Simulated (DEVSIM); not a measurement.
Device: illuminated Si p-on-n cell, one wavelength, at 350 K.

```
layer (left to right)  material  thickness (μm)  Nd (cm⁻³)  Na (cm⁻³)   τn (s)   τp (s)  absorption coefficient (cm⁻¹)
---------------------  --------  --------------  ---------  ---------  -------  -------  -----------------------------
1                            Si           0.290          -     4.7e18   1.9e-6   4.8e-6                           5300
2                            Si            64.0       2e17          -  0.00015  0.00015                           5300
```

Left contact: ohmic, minority electron recombination velocity 1e6 cm/s. Right contact: ohmic, minority hole recombination velocity 3e5 cm/s. Voltage is applied to the left contact. Recombination: SRH at mid-gap, radiative, Auger. Light enters at the left, 3e17 photons cm⁻² s⁻¹, one pass, no reflection. Mobility is μmin + (μ − μmin)/(1 + (N/Nref)^α).

Constants are typed, rounded textbook-type inputs, not results; the design itself was drawn at random and stands for no fabricated device. Values at 300 K; Nc and Nv go as T^1.5, mobilities as T to minus their exponent, the gap by Varshni's rule with the affinity fixed.

| parameter | Si |
|---|---|
| gap (eV) | 1.124 |
| affinity (eV) | 4.05 |
| permittivity | 11.7 |
| Nc (cm⁻³) | 2.86e19 |
| Nv (cm⁻³) | 3.1e19 |
| μn (cm²/Vs) | 1417 |
| μp (cm²/Vs) | 470 |
| μn,min | 52 |
| μp,min | 45 |
| Nref,n | 9.7e16 |
| Nref,p | 2.2e17 |
| αn | 0.68 |
| αp | 0.72 |
| T exponent of μn | 2.3 |
| T exponent of μp | 2.2 |
| B (cm³/s) | 4.7e-15 |
| Cn (cm⁶/s) | 2.8e-31 |
| Cp (cm⁶/s) | 9.9e-32 |
| Varshni α (eV/K) | 0.000473 |
| Varshni β (K) | 636 |

Simulated with DEVSIM: 1D drift-diffusion, Boltzmann statistics, complete ionisation; no tunnelling, impact ionisation, image-force lowering or self-heating.

The recombination velocity at the left contact was swept, all else fixed.

| recombination velocity at the left contact (cm/s) | largest power (mW/cm²) | fill factor | share of generated pairs collected at short circuit | dark forward voltage at 100 A/cm² (V) |
|---|---|---|---|---|
| 10 | 22.7 | 0.81 | 0.974 | 0.852 |
| 100 | 22.7 | 0.81 | 0.974 | 0.852 |
| 1000 | 22.6 | 0.81 | 0.974 | 0.850 |
| 10000 | 22.1 | 0.80 | 0.969 | 0.841 |
| 1e5 | 20.3 | 0.80 | 0.942 | 0.821 |
| 1e6 | 18.9 | 0.79 | 0.910 | 0.810 |
| 1e7 | 18.7 | 0.79 | [?] | 0.808 |

**Question.** Some entries are withheld; supply them.

**Answer.** 
- 1e7, share of generated pairs collected at short circuit: 0.903
